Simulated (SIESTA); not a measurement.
Worked example: self-consistent single point of Nb (Im-3m, 1 atom in the cell) in SIESTA.

Level of theory: GGA PBE, numerical atomic orbitals DZP, PseudoDojo PBE standard norm-conserving potentials (rewritten from UPF to PSML) run with SIESTA.

```yaml
crystal:
  lattice:
    - [-1.65825, 1.65825, 1.65825]
    - [1.65825, -1.65825, 1.65825]
    - [1.65825, 1.65825, -1.65825]
  atoms:
    - { symbol: Nb, position: [0.00000, 0.00000, 0.00000] }
```

Reference input (self-consistent single point, DFT, GGA PBE, numerical atomic orbitals DZP, PseudoDojo PBE standard norm-conserving potentials (rewritten from UPF to PSML)): XC.functional = GGA; XC.authors = PBE; potentials = PseudoDojo PBE standard; PAO.BasisSize = DZP; PAO.EnergyShift = 0.01 Ry; MeshCutoff = 350 Ry; kgrid.MonkhorstPack = 8 8 8; OccupationFunction = FD; ElectronicTemperature = 100 meV; MaxSCFIterations = 150; SCF.Mixer.Method = Pulay; SCF.Mixer.Weight = 0.25. This run's input differs from it in these lines:

```diff
@@ -26,5 +26,5 @@
 %block kgrid.MonkhorstPack
-    8   0   0  0.0
-    0   8   0  0.0
-    0   0   8  0.0
+   13   0   0  0.0
+    0  13   0  0.0
+    0   0  13  0.0
 %endblock kgrid.MonkhorstPack
```

Log, with long lists cut:

```
        iscf     Eharris(eV)        E_KS(eV)     FreeEng(eV)     dDmax    Ef(eV) dHmax(eV)
   scf:    1    -1688.436789    -1693.262103    -1693.307811  0.526175 -3.121146  5.655825
   scf:    2    -1694.356744    -1693.839478    -1693.885142  0.172109 -3.512930  3.339856
   scf:    3    -1694.321850    -1694.146370    -1694.191695  0.200431 -4.135725  0.049170
   scf:    4    -1694.146424    -1694.146532    -1694.191865  0.009531 -4.132509  0.073825
   scf:    5    -1694.146655    -1694.146613    -1694.191965  0.002852 -4.157323  0.000095
   scf:    6    -1694.146612    -1694.146613    -1694.191965  0.000102 -4.157765  0.001960
   scf:    7    -1694.146614    -1694.146613    -1694.191965  0.000087 -4.157284  0.000054
   scf:    8    -1694.146613    -1694.146613    -1694.191965  0.000003 -4.157272  0.000003
SCF Convergence by DM+H criterion
max |DM_out - DM_in|         :     0.0000031104
max |H_out - H_in|      (eV) :     0.0000025874
SCF cycle converged after 8 iterations

Using DM_out to compute the final energy and forces

siesta: E_KS(eV) =            -1694.1466

siesta: E_KS - E_eggbox =     -1694.1466

siesta: Atomic forces (eV/Ang):
     1    0.000000   -0.000000    0.000000
   Tot    0.000000   -0.000000    0.000000
   Max    0.000000
   Res    0.000000    sqrt( Sum f_i^2 / 3N )
   Max    0.000000    constrained

Stress tensor Voigt[x,y,z,yz,xz,xy] (kbar):       27.77       27.77       27.77        0.02        0.02        0.02
(Free)E + p*V (eV/cell)    -1694.5081
Target enthalpy (eV/cell)    -1694.1920

siesta: Program's energy decomposition (eV):
siesta: FreeEng =     -1694.191965

siesta: Stress tensor (static) (eV/Ang**3):
   [... lines left out ...]
siesta: Cell volume =         18.239377 Ang**3
siesta:         -27.77243162        -27.77243162  kBar
   [... lines left out ...]
               4dz2    4dxz    4dx2-y2
   1 13.000   1.814   0.361   0.293   1.914   1.914   1.914   0.278   0.278
              0.278   0.804   0.804   0.739   0.804   0.739   0.040   0.040

             -0.028   0.040  -0.028

mulliken: Qtot =       13.000

Mulliken Atomic Populations:
Atom #   charge [q] valence [e]  Species
     1     0.000000   13.000000  Nb
 Total     0.000000
```

The run converged in 8 iterations. Against the reference run the free energy rises by 18.4 meV/atom and the pressure goes from -2.14 to -2.78 GPa.

The starting cell has typed, rounded lattice constants, without a prior relaxation at this level. Its lattice was rescaled by up to half a per cent. Spin polarisation is off. Values carry the incompleteness of an atom-centred basis.

Cost on one core of a shared machine: roughly 30 s.
